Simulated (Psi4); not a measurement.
Psi4 1.11, PBE0/def2-tzvp, scf_type pk: disilylmethane ([SiH3]C[SiH3]), 11 atoms. The geometry is a generated start, not checked to be a minimum at this level.

```yaml
task: energy
method: pbe0
basis: def2-tzvp
memory: 7 GB
e_convergence: 1e-08
d_convergence: 1e-07
guess: auto, which took SAD (default)
diis_max_vecs: 10 (default)
scf_initial_accelerator: adiis (default)
dft_radial_points: 75 (default)
dft_spherical_points: 302 (default)
basis_functions: 153
grid_points: 236919
```

```xyz
11

Si     1.4496     0.7270     0.0030
C      0.2265    -0.7196    -0.1296
Si    -1.6003    -0.2482     0.0826
H      2.8215     0.2337    -0.1628
H      1.1678     1.7104    -1.0462
H      1.3287     1.3593     1.3192
H      0.4861    -1.4707     0.6178
H      0.3557    -1.2027    -1.0986
H     -1.9856     0.7225    -0.9439
H     -1.8104     0.3326     1.4112
H     -2.4396    -1.4444    -0.0526
```

The reference run uses exact four-centre integrals (scf_type = pk). Single runs; times are not shown.

Measured:

```csv
setting,energy against the reference
"scf_type = cd, cholesky_tolerance = 1e-06",under 0.001 meV/atom
"scf_type = cd, cholesky_tolerance = 1e-05",−0.0078 meV/atom
"scf_type = cd, cholesky_tolerance = 0.0001 (default)",−0.0035 meV/atom
"scf_type = cd, cholesky_tolerance = 0.01",−80 meV/atom
```

**Question.** Predict the row for scf_type = cd, cholesky_tolerance = 0.001.

**Answer.** energy against the reference: −1.7 meV/atom. Total energies are compared; such shifts often cancel in part in energy differences.
